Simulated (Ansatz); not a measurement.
## A computed series for Nb2BS: response to strain

The reference is Nb₂BS (space group P6_3/mmc, No. 194; a cell from a computed database, its experimental status unchecked).

```yaml
crystal:
  lattice:
    - [3.36150, 0.00000, 0.00000]
    - [-1.68075, 2.91114, 0.00000]
    - [0.00000, 0.00000, 11.62828]
  atoms:
    - { symbol: Nb, position: [0.33333, 0.66667, 0.10100] }
    - { symbol: Nb, position: [0.66667, 0.33333, 0.89900] }
    - { symbol: Nb, position: [0.66667, 0.33333, 0.60100] }
    - { symbol: Nb, position: [0.33333, 0.66667, 0.39900] }
    - { symbol: B, position: [0.00000, 0.00000, 0.00000] }
    - { symbol: B, position: [0.00000, 0.00000, 0.50000] }
    - { symbol: S, position: [0.33333, 0.66667, 0.75000] }
    - { symbol: S, position: [0.66667, 0.33333, 0.25000] }
```

Cartesian axes are those of the cell as printed.

Strains are applied to the cell and any free atomic positions relax; under biaxial strain the out-of-plane vector relaxes too.

Calculations: PBE, PAW, 420 eV (Ansatz, an electronic-structure program; scalar-relativistic without spin-orbit coupling).

Notes on the quantities. pressure: mean of the normal stresses, compression positive.

```json
[
 {"case": "base", "shortest interatomic distance": "2.268 Å", "pressure": "0.0 GPa"},
 {"case": "biaxial strain −1.00 %, plane normal [001], relaxed out of plane", "shortest interatomic distance": "2.259 Å", "pressure": "2.1 GPa"},
 {"case": "isotropic strain +3.10 %", "shortest interatomic distance": "2.321 Å", "pressure": "-13.7 GPa"},
 {"case": "uniaxial strain ε_zz = +0.37 %", "shortest interatomic distance": "2.270 Å", "pressure": "-0.7 GPa"}
]
```

Without a gap, meshes like the base's 16×16×4 leave anisotropic stresses uncertain by several tenths of a GPa, and small strain energies with them. Whether these cells are dynamically stable was not tested. All final runs are without spin polarisation.
